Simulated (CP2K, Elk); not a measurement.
An Elk input for a self-consistent single point of Ca₃AsP (Pm-3m, 5 atoms in the cell) (DFT, LDA (PW92), all-electron FP-LAPW, Elk's shipped species files, APW+lo basis with extra local orbitals):

```
tasks
  0

tforce
  .true.

rgkmax
  7.5

gmaxvr
  18.0

lmaxapw
  10

lmaxo
  8

nxlo
  2

lorbcnd
  .true.

lradstp
  2

nrmtscf
  2.0

lmaxi
  4

stype
  0

swidth
  0.00183747

maxscl
  100

scale
  1.889726125

avec
    5.4248500000    0.0000000000    0.0000000000
    0.0000000000    5.4248500000    0.0000000000
    0.0000000000    0.0000000000    5.4248500000

sppath
  './'

atoms
  3
  'Ca.in'
  3
  0.0000000000  0.5000000000  0.5000000000    0.0 0.0 0.0
  0.5000000000  0.0000000000  0.5000000000    0.0 0.0 0.0
  0.5000000000  0.5000000000  0.0000000000    0.0 0.0 0.0
  'P.in'
  1
  0.0000000000  0.0000000000  0.0000000000    0.0 0.0 0.0
  'As.in'
  1
  0.5000000000  0.5000000000  0.5000000000    0.0 0.0 0.0

ngridk
  4 4 4
```

Task: Translate this input to CP2K.

Result: One input that does it (others would too):

```
&GLOBAL
  PROJECT calc
  RUN_TYPE ENERGY_FORCE
  PRINT_LEVEL MEDIUM
&END GLOBAL
&FORCE_EVAL
  METHOD Quickstep
  STRESS_TENSOR ANALYTICAL
  &DFT
    BASIS_SET_FILE_NAME BASIS_MOLOPT
    POTENTIAL_FILE_NAME GTH_POTENTIALS
    &QS
      METHOD GPW
      EPS_DEFAULT 1E-10
    &END QS
    &MGRID
      CUTOFF 500
      REL_CUTOFF 50
      NGRIDS 5
    &END MGRID
    &SCF
      SCF_GUESS ATOMIC
      EPS_SCF 1E-6
      MAX_SCF 100
      ADDED_MOS 8
      &DIAGONALIZATION
        ALGORITHM STANDARD
      &END DIAGONALIZATION
      &MIXING
        METHOD BROYDEN_MIXING
        ALPHA 0.2
        NBUFFER 12
        BETA 1
      &END MIXING
      &SMEAR ON
        METHOD GAUSSIAN
        SIGMA [eV] 0.05
      &END SMEAR
    &END SCF
    &KPOINTS
      SCHEME MONKHORST-PACK 4 4 4
      GAMMA_CENTERED T
    &END KPOINTS
    &XC
      &XC_FUNCTIONAL PADE
      &END XC_FUNCTIONAL
    &END XC
    &PRINT
      &MO
        EIGENVALUES T
        OCCUPATION_NUMBERS T
        NDIGITS 8
        FILENAME mo
        &EACH
          QS_SCF 0
        &END EACH
        ADD_LAST NUMERIC
      &END MO
      &MULLIKEN ON
      &END MULLIKEN
    &END PRINT
  &END DFT
  &SUBSYS
    &CELL
      A 5.42485000 0.00000000 0.00000000
      B 0.00000000 5.42485000 0.00000000
      C 0.00000000 0.00000000 5.42485000
      PERIODIC XYZ
    &END CELL
    &COORD
      SCALED
      Ca       0.00000000     0.50000000     0.50000000
      Ca       0.50000000     0.00000000     0.50000000
      Ca       0.50000000     0.50000000     0.00000000
      P        0.00000000     0.00000000     0.00000000
      As       0.50000000     0.50000000     0.50000000
    &END COORD
    &KIND Ca
      BASIS_SET DZVP-MOLOPT-SR-GTH
      POTENTIAL GTH-PADE-q10
    &END KIND
    &KIND P
      BASIS_SET DZVP-MOLOPT-SR-GTH
      POTENTIAL GTH-PADE-q5
    &END KIND
    &KIND As
      BASIS_SET DZVP-MOLOPT-SR-GTH
      POTENTIAL GTH-PADE-q5
    &END KIND
  &END SUBSYS
  &PRINT
    &FORCES ON
    &END FORCES
    &STRESS_TENSOR ON
    &END STRESS_TENSOR
  &END PRINT
&END FORCE_EVAL
```

Basis settings and potentials, where a program has them, do not carry over. This input uses DFT LDA (Pade form), GPW, DZVP-MOLOPT-SR-GTH basis, GTH-PADE potentials (GTH_POTENTIALS). LDA parametrisations can differ slightly between programs.

The starting cell comes from a database of computed structures (which also holds hypothetical and non-ambient phases and stackings), without a prior relaxation at this level.
